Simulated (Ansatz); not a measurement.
Pressure series in hypothetical CsCl type TlAs

Consider TlAs in the CsCl type structure (space group Pm-3m, No. 221; a hypothetical phase, not in the database extracts checked).

```
CELL_PARAMETERS angstrom
      3.59940     0.00000     0.00000
      0.00000     3.59940     0.00000
      0.00000     0.00000     3.59940
ATOMIC_POSITIONS crystal
  Tl 0.00000 0.00000 0.00000
  As 0.50000 0.50000 0.50000
```

Cell and atoms are relaxed at each pressure.

The values are results of PBEsol, PAW, 420 eV (Ansatz, an electronic-structure program; spin-orbit coupling left out), not measurements.

Notes on the quantities. enthalpy: H = E + PV relative to the base's energy.

| variant | volume per atom | enthalpy |
|---|---|---|
| base | 23.32 Å³ | – |
| pressure −2 GPa | [?] | -0.30 eV/atom |
| pressure −1 GPa | 23.74 Å³ | -0.15 eV/atom |
| pressure 0.9 GPa | 22.98 Å³ | +0.13 eV/atom |
| pressure 2.1 GPa | 22.56 Å³ | +0.30 eV/atom |
| pressure 4.5 GPa | [?] | +0.63 eV/atom |
| pressure 9 GPa | 20.77 Å³ | +1.23 eV/atom |

### Question
Fill in the withheld entries from the trend.

### Answer

- pressure −2 GPa, volume per atom: 24.21 Å³
- pressure 4.5 GPa, volume per atom: 21.84 Å³

Load acts through the strain it causes; cell and atoms are relaxed under it. Stability against distortions was not tested. No other phases were tried under pressure. The final runs are not spin-polarised.
